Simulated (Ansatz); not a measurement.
The parent structure is SiC in the wurtzite structure (space group P6_3mc, No. 186; a = 3.0755 Å, c = 5.0486 Å). Axes: x lies along a and z along c of the hexagonal cell.

Method: Ansatz (a first-principles code), r2SCAN, PAW, cutoff 500 eV, scalar-relativistic without spin-orbit coupling, earlier PAW set.

Before the change:

- Gap character = indirect, Γ → K
- Smallest direct gap = 4.48 eV
- Valence-band top at Γ = 0.00, 0.00, -0.11 eV

Perturbation: biaxial strain −0.98 %, plane normal [001], relaxed out of plane (Cartesian); in-plane vectors clamped, the third vector and the atoms free.

Task: What does the calculation give for the gap character after the change?

Result: The gap character stays indirect, Γ → K.

Task: Predict the new ratio −ε⊥/ε∥.

Result: The ratio −ε⊥/ε∥ amounts to 0.18.

Task: What does the calculation give for the smallest direct gap after the change?

Result: The smallest direct gap grows by 0.14 eV, from 4.48 eV to 4.62 eV.

Task: Estimate the effect on the in-plane stress.

Result: The mean in-plane stress (compression positive) amounts to +6.5 GPa.

Task: What does the calculation give for the valence-band top at Γ after the change?

Result: The valence-band top at Γ (three highest levels, from the VBM) becomes 0.00, 0.00, -0.23 eV (base: 0.00, 0.00, -0.11 eV).

No phonon test of stability was made.
